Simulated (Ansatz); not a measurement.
Hypothetical zinc blende YP: pressure series

Consider YP in the zinc blende structure (space group F-43m, No. 216; a = 6.289 Å; a hypothetical phase, not in the database extracts checked).

Cell and atoms are relaxed at each pressure.

The values are results of r2SCAN in Ansatz (plane waves to 500 eV, PAW, no spin-orbit coupling), not measurements.

| pressure (GPa) | volume per atom (Å³/atom) |
|---|---|
| -2 | 32.242 |
| -1 | 31.642 |
| 0 | 31.092 |
| 0.9 | 30.643 |
| 4.5 | ? |
| 9 | 27.512 |
| 15 | 25.891 |
| 22.5 | 24.310 |
| 30 | 23.042 |

Task: Fit the third-order Birch–Murnaghan form P(V) = (3B₀/2)[(V₀/V)^(7/3) − (V₀/V)^(5/3)]·[1 + (3/4)(B₀′ − 4)((V₀/V)^(2/3) − 1)] (squares taken in P) to the rows shown and predict the withheld row.

Result: Least squares on the printed values gives V₀ = 31.097 Å³/atom, B₀ = 59.3 GPa, B₀′ = 3.5; this predicts 29.072 Å³/atom, and the run gives 29.061 Å³/atom, 0.011 lower.

Load acts through the strain it causes; cell and atoms are relaxed under it. No phonon test of stability was made. Competing high-pressure phases were not computed.

Ansatz is a program for electronic structure.
